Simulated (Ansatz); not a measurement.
The parent structure is Cs in the bcc (W type) structure (space group Im-3m, No. 229; a = 6.007 Å; relaxed with 0.1 eV smearing). Axes: x, y, z lie along the cube axes.

Level of theory: plane-wave PAW DFT at the PBEsol level (Ansatz, an electronic-structure program, 420 eV), no SOC.

One thing is altered: tensile biaxial strain of 1.00 % in the plane normal to [001], as in epitaxy on a mismatched substrate; the out-of-plane cell vector and the atoms relax.

Problem. Estimate the effect on the out-of-plane strain and in-plane stress.

Solution. The out-of-plane strain is -1.54 %; the mean in-plane stress (compression positive) amounts to 0.0 GPa.

No phonon test of stability was made. The final runs are not spin-polarised.
